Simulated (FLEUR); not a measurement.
Band structure of Ta₂InC (P6_3/mmc, 8 atoms in the cell).

```
Ta2InC
1.0
    3.16751     0.00000     0.00000
   -1.58376     2.74314     0.00000
    0.00000     0.00000    14.53348
Ta In C
4 2 2
Direct
  0.66667   0.33333   0.58297
  0.33333   0.66667   0.41703
  0.33333   0.66667   0.08297
  0.66667   0.33333   0.91703
  0.66667   0.33333   0.25000
  0.33333   0.66667   0.75000
  0.00000   0.00000   0.50000
  0.00000   0.00000   0.00000
```

Computed with LDA (Perdew-Zunger), all-electron FLAPW (FLEUR), scalar-relativistic valence run with FLEUR.

Settings: Kmax = 4.3 1/bohr; GmaxXC = 15 1/bohr; xcFunctional = pz; jspins = 1; l_soc = F; mode = hist; fermiSmearingEnergy = 0.00367493 Htr; mesh (inpgen div1-3) = 7 7 2; inpgen gamma flag = true; Gmax = 15 1/bohr; numbands = 0; maxIterBroyd = 99; imix = Anderson; alpha = 0.05.

The starting cell comes from a database of computed structures (which also holds hypothetical and non-ambient phases and stackings), without a prior relaxation at this level. Spin-orbit coupling is off. Spin polarisation is off. Values depend on the basis (sphere radii, cutoffs, local orbitals), which need not be converged.

Levels in eV from the Fermi level, bands 69 to 76:
| point | 69 | 70 | 71 | 72 | 73 | 74 | 75 | 76 |
|---|---|---|---|---|---|---|---|---|
| Γ | -0.49 | -0.49 | -0.49 | -0.49 | 1.12 | 1.12 | 1.25 | 1.25 |
| M | -1.97 | -1.96 | 0.87 | 1.65 | 1.76 | 2.11 | 2.31 | 2.37 |
| K | -1.86 | -1.86 | -1.52 | -0.03 | 0.45 | 0.45 | 1.46 | 1.46 |
| A | -0.49 | -0.49 | -0.49 | -0.49 | 1.18 | 1.18 | 1.18 | 1.18 |
| L | -1.97 | -1.97 | 1.35 | 1.35 | 1.91 | 1.91 | 2.16 | 2.16 |
| H | -1.76 | -1.76 | -0.80 | -0.80 | 0.38 | 0.38 | 1.74 | 1.74 |
